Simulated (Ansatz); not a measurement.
```
Ag12Cu5I6
1.0
    4.29896    -0.00010     0.04696
   -0.00009     4.29917     0.01822
   -0.38413     1.92049    30.09719
Cu I Ag
5 6 12
Direct
  0.04561   0.91733   0.18964
  0.54181   0.46513   0.08844
  0.05290   0.82266   0.39203
  0.54944   0.37077   0.29080
  0.55141   0.27573   0.49319
  0.04353   0.44099   0.13931
  0.54342   0.98792   0.03861
  0.05037   0.34671   0.34133
  0.54671   0.89445   0.24029
  0.05296   0.23816   0.54298
  0.55339   0.79849   0.44230
  0.30304   0.89327   0.69321
  0.78845   0.39406   0.69317
  0.79448   0.91972   0.62877
  0.29490   0.43166   0.62908
  0.30489   0.83254   0.82301
  0.79398   0.32800   0.82300
  0.80369   0.86175   0.75871
  0.29154   0.36112   0.75869
  0.29862   0.76577   0.95273
  0.80719   0.26942   0.95285
  0.80611   0.79552   0.88856
  0.29642   0.30167   0.88848
```

The first 11 atoms are the substrate (CuI-zb), the rest the film (Ag).

These are PBE (plane waves to 420 eV, PAW; Ansatz, a quantum-chemistry and plane-wave program) values and carry that method's errors. Scalar-relativistic, without spin–orbit coupling; the runs are not spin-polarised; PBE gaps are too small against experiment. Its k-point mesh 7×7×1, Fermi–Dirac width 0.05 eV.

**Question.** Describe the bonding at the interfaces and give the barriers.

**Answer.** A periodic stack without vacuum, fcc Ag (0 0 1) on zinc-blende CuI (0 0 1) (film strained to the substrate, started from cuts of the bulks and a machine-learned relaxation; slabs Cu5I6 and Ag12, which can lie off the formulas): substrate slab Cu5I6, film Ag12, surface cells [[1, 0], [1, 1]] and [[0, -1], [2, 1]], film strained by +3.6 and +3.6 %, outermost planes I/I and Ag/Ag as cut, which need not be the usual terminations and can put a slab off its formula.
```
Item                                                                                      Result
-------------------------------------------------------------------------------  ---------------
interface area                                                                           18.5 Å²
period                                                                                   30.09 Å
heights between the nearest atoms of the two slabs at the two interfaces         2.58 and 2.58 Å
Ag–I contacts across the interfaces within 1.22 times the sum of covalent radii   4, mean 3.01 Å
hole barrier (PBE)                                                                       0.09 eV
electron barrier (PBE)                                                                   1.01 eV
```
